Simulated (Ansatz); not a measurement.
## Effect of x(In) = 0.5, 12 atoms, Amm2 on Ag2S

The parent structure is Ag$_{2}$S in the anti-fluorite structure (space group Fm-3m, No. 225; a = 6.090 Å; a model cell, its experimental status unchecked).

The other end (x = 1) is In2S in the anti-fluorite structure (space group Fm-3m, No. 225; a hypothetical phase, not in the database extracts checked): 28.38 Å³/atom, gap zero; this end may not be an ambient phase.

Perturbation: a fraction x = 0.5 of the Ag sites is given to In, ordered in a cell of 12 atoms (starting symmetry Amm2) and fully relaxed.

The values are results of Kohn–Sham DFT with the PBEsol functional, run in Ansatz (a quantum-chemistry and plane-wave program) with PAW and 420 eV plane waves, spin-orbit coupling left out, not measurements. Γ-centred 13×6×6 mesh, Fermi–Dirac width 0.05 eV, for the changed cell.

```tsv
quantity	base	changed	shift
volume per atom	18.82 Å³	21.11 Å³	+2.29 Å³
density	7.29 g/cm³	6.68 g/cm³	-0.61 g/cm³
shortest interatomic distance	2.637 Å	2.547 Å	-0.090 Å
band gap	zero	zero	–
mixing energy (to 0.01 eV only: unlike meshes or grids) (against an end that may be hypothetical)	–	-0.12 eV/atom	–
deviation of the volume from the linear (Vegard-type) interpolation	–	-10.5 %	–
```

These are small ordered cells, not random alloys; other orderings at the same x differ. Whether these cells are dynamically stable was not tested. The final runs are not spin-polarised. Under x(In) = 0.5, 12 atoms, Amm2 the cell changed shape so far that it is another structure. This is not the structure that Ag2S has at room temperature and ambient pressure. A zero or small gap of InAgS, Ag2S and In2S can be the functional's error rather than a property of the material.
